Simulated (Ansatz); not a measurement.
The starting structures come from a database of crystals and need not be the phases stable at ambient conditions.

```yaml
crystal:
  lattice:
    - [6.46636, -0.08438, -0.02334]
    - [2.19856, 8.93903, -0.04320]
    - [1.16720, -1.98136, 3.16128]
  atoms:
    - { symbol: In, position: [0.00000, 0.00000, 0.00000] }
    - { symbol: Bi, position: [0.40298, 0.28114, 0.07965] }
    - { symbol: Bi, position: [0.59702, 0.71886, 0.92035] }
    - { symbol: S, position: [0.67740, 0.32150, 0.48280] }
    - { symbol: S, position: [0.32260, 0.67850, 0.51720] }
    - { symbol: S, position: [0.25324, 0.05562, 0.42900] }
    - { symbol: S, position: [0.74676, 0.94438, 0.57100] }
    - { symbol: Cl, position: [0.00000, 0.50000, 0.00000] }
```

Space group of this cell: C2/m. The cell was relaxed by PBE-D3(BJ); by r2SCAN its mean pressure is 1.1 GPa.

Transport runs along the normal of the first two printed cell vectors.

The gap is the functional's own. No spin-orbit coupling. Mid-gap values are interpolated on the energy grid.

Question: Give the band gap and the smallest decay constant κ at mid-gap that r2SCAN run with Ansatz (a quantum-chemistry and plane-wave program) yields.

Answer: Gap 1.94 eV on a 10×10×10 mesh; κ = 0.199 1/Å, at (0.167, 0.500) of the in-plane reciprocal vectors. At the zone centre, at the nearest computed energy, the slowest state has κ = 0.24 1/Å.
